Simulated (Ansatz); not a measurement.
**Ca, response to strain**

Take Ca in the fcc (Cu type) structure (space group Fm-3m, No. 225; relaxed with 0.1 eV smearing) as the base.

```
Ca
1.0
    0.00000     2.72790     2.72790
    2.72790     0.00000     2.72790
    2.72790     2.72790     0.00000
Ca
1
Direct
  0.00000   0.00000   0.00000
```

Cartesian axes are those of the cell as printed.

Strains are applied to the cell and any free atomic positions relax; under biaxial strain the out-of-plane vector relaxes too.

Level of theory: PBEsol (Ansatz, a quantum-chemistry and plane-wave program), scalar-relativistic without spin-orbit coupling.

Candidates:
(a) biaxial strain +1.67 %, plane normal [111], relaxed out of plane
(b) biaxial strain −2.50 %, plane normal [111], relaxed out of plane
(c) biaxial strain −1.25 %, plane normal [111], relaxed out of plane
(d) biaxial strain −2.08 %, plane normal [111], relaxed out of plane
(e) biaxial strain +2.50 %, plane normal [111], relaxed out of plane

Notes on the quantities. energy relative to the base: free energy F.

### Question
Order them by energy relative to the base, highest first.

### Answer
(b) biaxial strain −2.50 %, plane normal [111], relaxed out of plane (+7.6 meV/atom), (e) biaxial strain +2.50 %, plane normal [111], relaxed out of plane (+6.5 meV/atom), (d) biaxial strain −2.08 %, plane normal [111], relaxed out of plane (+5.2 meV/atom), (a) biaxial strain +1.67 %, plane normal [111], relaxed out of plane (+3.0 meV/atom), (c) biaxial strain −1.25 %, plane normal [111], relaxed out of plane (+1.8 meV/atom)

Whether these cells are dynamically stable was not tested.
